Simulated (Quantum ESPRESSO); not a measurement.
## A short convergence ladder for HoN (Fm-3m, 2 atoms in the cell)

```xyz
2
Lattice="0.0000 2.4349 2.4349 2.4349 0.0000 2.4349 2.4349 2.4349 0.0000" Properties=species:S:1:pos:R:3 pbc="T T T"
Ho     0.0000     0.0000     0.0000
N      2.4349     2.4349     2.4349
```
Moments meant for the start (each program seeds them in its own way; μB, in the order of the atoms Ho N): 4.0 0.0.

Base method: LDA (PZ), SSSP 1.1.2 efficiency (PBE) pseudopotentials (plane waves; Quantum ESPRESSO 7.5).

Base settings: ecutwfc = 50 Ry; ecutrho = 400 Ry; occupations = smearing; smearing = fd; degauss = 0.0073499 Ry; nspin = 2; input_dft = pz; potentials = {Ho: Ho.GGA-PBE-paw-v1.0.UPF, N: N.pbe-n-radius_5.UPF}; K_POINTS = automatic 4 4 4 0 0 0; conv_thr = 1e-10 Ry.

**Zone-centre phonons against the cutoff**

In this ladder: ph.x.tr2_ph = 1e-14; ph.x.fildyn = dyn.G; dynmat.x.fildyn = dyn.G; dynmat.x.asr = crystal. Moved along: ecutrho.

The mesh stays at the base's, so the ladder's end is converged at best in this setting alone.

Frequencies are those of the unrelaxed cell, without the LO-TO term of polar crystals.

Only quantities that move along the ladder and can be compared are tabulated.

These are the values that this program gave, and no reference: phonons of magnets with augmentation charges are unreliable in this version.

| ecutwfc | highest zone-centre frequency (cm⁻¹) |
|---|---|
| 25 Ry | 183.9 |
| 35 Ry | 160.3 |
| 50 Ry | 157.9 |
| 75 Ry | 158.5 |

Coarsest ecutwfc that holds the highest zone-centre frequency within 5 cm⁻¹ of the last step, with all finer ones: 35 Ry; the step before is off by 25 cm⁻¹.

On the base run: the starting cell comes from a database of computed structures (which also holds hypothetical and non-ambient phases and stackings), without a prior relaxation at this level. Its lattice was rescaled by up to half a per cent. With one magnetic atom in the cell only a parallel order is possible. With U or open f shells several self-consistent states can exist. The f electrons are in the valence without U or exact exchange, which can misplace them near the Fermi level. Spin-orbit terms, which matter for f shells, are left out. In the base run, with a pressure of about -11 GPa the cell is away from its equilibrium volume at this level. Without a gap this mesh is coarse (it stands for a supercell whose shortest vector is 14 Å).
